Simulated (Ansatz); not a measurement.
Worked example: relaxation of cell and atoms of Rb₂LiInF₆ (Fm-3m, 10 atoms in the cell) in Ansatz (an electronic-structure program).

Method: PBEsol-D3BJ, default PAW files made with PBE (plane waves; Ansatz).

```yaml
crystal:
  lattice:
    - [0.00000, 4.28455, 4.28455]
    - [4.28455, 0.00000, 4.28455]
    - [4.28455, 4.28455, 0.00000]
  atoms:
    - { symbol: Rb, position: [0.25000, 0.25000, 0.25000] }
    - { symbol: Rb, position: [0.75000, 0.75000, 0.75000] }
    - { symbol: Li, position: [0.50000, 0.50000, 0.50000] }
    - { symbol: In, position: [0.00000, 0.00000, 0.00000] }
    - { symbol: F, position: [0.24715, 0.24715, 0.75285] }
    - { symbol: F, position: [0.75285, 0.75285, 0.24715] }
    - { symbol: F, position: [0.75285, 0.24715, 0.24715] }
    - { symbol: F, position: [0.24715, 0.75285, 0.75285] }
    - { symbol: F, position: [0.24715, 0.75285, 0.24715] }
    - { symbol: F, position: [0.75285, 0.24715, 0.75285] }
```

Reference input (self-consistent single point, DFT, PBEsol, plane waves, default PAW files made with PBE): basis.ecutwfc = 30.9 Ry; kpoints.mp_grid.grid = 4 4 4; hamiltonian.xc = pbesol; hamiltonian.pseudopotentials = {kind: paw} (the program's default PAW files); scf.occupations.method = gaussian; scf.occupations.width = 0.0007 Ry. This run's input differs from it in these lines:

```diff
@@ -22,2 +22,3 @@
   xc: pbesol
+  dispersion: d3bj
   pseudopotentials: { kind: paw }
@@ -25,2 +26,4 @@
   occupations: { method: gaussian, width: 0.0007 Ry }
+relax:
+  cell: {}
 output:
```

Output, abridged:

```
   [... SCF lines of the steps left out ...]
relax step   1: F+E_penalty+E_count = -16977.14745009 eV  Δ(F+E_penalty+E_count) = +0.000e0 eV  max|allowed force component| = 2.475e-1 eV/Å  Δτ_max = 0.0000 Å  P = -4.525 GPa  Ω = 157.306 Å³  (6 SCF iters, dr2 threshold 1.00e-7 eV, accepted)
relax step   2: F+E_penalty+E_count = -16977.36175202 eV  Δ(F+E_penalty+E_count) = -2.143e-1 eV  max|allowed force component| = 1.461e-1 eV/Å  Δτ_max = 0.0112 Å  P = -0.415 GPa  Ω = 146.118 Å³  energy of the carried Pulay correction = +3.720e-2 eV  [...]
   [... lines left out ...]
relax step   6: F+E_penalty+E_count = -16977.36088107 eV  Δ(F+E_penalty+E_count) = -5.724e-3 eV  max|allowed force component| = 9.557e-5 eV/Å  Δτ_max = 0.0039 Å  P = +0.019 GPa  Ω = 142.268 Å³  energy of the carried Pulay correction = +4.159e-3 eV  [...]
relax step   7: F+E_penalty+E_count = -16977.35698309 eV  Δ(F+E_penalty+E_count) = +3.898e-3 eV  max|allowed force component| = 3.257e-5 eV/Å  Δτ_max = 0.0000 Å  P = -0.019 GPa  Ω = 142.268 Å³  stress off target by 1.92e-2 GPa  SCF on the basis [...]
basis re-selected at this cell: Δ(F+E_penalty+E_count) = +3.898e-3 eV, ΔP = -0.038 GPa vs the last step
the relaxation is at rest under the 48 symmetry operations that the run kept from its start: a minimum is not shown …
Stability not checked: this state was not tested for a lower state beside it, because too few of the mixer's solves of this state at the end of the SCF gave a …
Free energy (F): -16977.356983 eV
Internal energy: -16977.356983 eV  (E = F + TS)
   [... lines left out ...]
Fermi energy:    5.599131 eV
  cell:  # Å, volume = 142.2682 Å³
   [... lines left out ...]
    - { symbol: F, position: [0.7490246872628326, 0.2509753127371673, 0.2509753127371673] }
    - { symbol: F, position: [0.25097531273716744, 0.7490246872628324, 0.7490246872628323] }
    - { symbol: F, position: [0.2509753127371673, 0.7490246872628326, 0.2509753127371673] }
    - { symbol: F, position: [0.7490246872628324, 0.25097531273716744, 0.7490246872628323] }
```

The run converged. 

Summary of the result:
- Free energy E − TS (on the zero of these files) = -16977.3570 eV
- Top of the valence band (on the code's own zero) = 2.79 eV
- Gap on the k-point mesh = 5.63 eV
- Pressure = -0.02 GPa
- Dispersion energy = -1.467 eV
- Final cell = a = 5.860 Å, b = 5.860 Å, c = 5.860 Å, α = 60.00°, β = 60.00°, γ = 60.00°
- Final volume per atom = 14.23 Å³
- Relaxation steps = 7

The starting cell comes from a database of computed structures (which also holds hypothetical and non-ambient phases and stackings), without a prior relaxation at this level. The relaxation keeps the symmetry of its start, so its end need not be a minimum. Ansatz's pressure includes its estimate of the finite-basis (Pulay) stress. Without the estimate this run gives -0.58 GPa.

Keys are those of Ansatz 0.2.
